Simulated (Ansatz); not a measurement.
System: ZnSe (model structure, started from the BN type, Pm-3n, No. 223, 12 atoms in the cell). Method: LDA in Ansatz (plane waves, PAW).

Settings: plane-wave cutoff 520 eV, 6×6×6 k mesh, Fermi–Dirac smearing 0.01 eV, scalar-relativistic PAW data made under PBE.

Cell (relaxed at this level):

```yaml
crystal:
  lattice:
    - [6.86561, 0.00000, 0.00000]
    - [0.00000, 6.86561, 0.00000]
    - [0.00000, 0.00000, 6.86561]
  atoms:
    - { symbol: Zn, position: [0.25000, 0.00000, 0.50000] }
    - { symbol: Zn, position: [0.50000, 0.25000, 0.00000] }
    - { symbol: Zn, position: [0.50000, 0.75000, 0.00000] }
    - { symbol: Zn, position: [0.75000, 0.00000, 0.50000] }
    - { symbol: Zn, position: [0.00000, 0.50000, 0.75000] }
    - { symbol: Zn, position: [0.00000, 0.50000, 0.25000] }
    - { symbol: Se, position: [0.25000, 0.50000, 0.00000] }
    - { symbol: Se, position: [0.00000, 0.25000, 0.50000] }
    - { symbol: Se, position: [0.00000, 0.75000, 0.50000] }
    - { symbol: Se, position: [0.75000, 0.50000, 0.00000] }
    - { symbol: Se, position: [0.50000, 0.00000, 0.75000] }
    - { symbol: Se, position: [0.50000, 0.00000, 0.25000] }
```

Q: What does this level give for the band gap?

A: 
* **band gap**: 1.19 eV (direct)

Note: the relaxation could raise the start's symmetry but not lower it, so the cell can be a saddle point.

Spin–orbit coupling is not included.

Computed values are for the static lattice.

Cost on a shared machine: around 90 core-seconds (rough).

A model structure was made by putting elements into a prototype or built by hand; it is no filed structure, need not be a known phase, and can be a saddle point held by its symmetry.

Ansatz is a quantum-chemistry and plane-wave program.
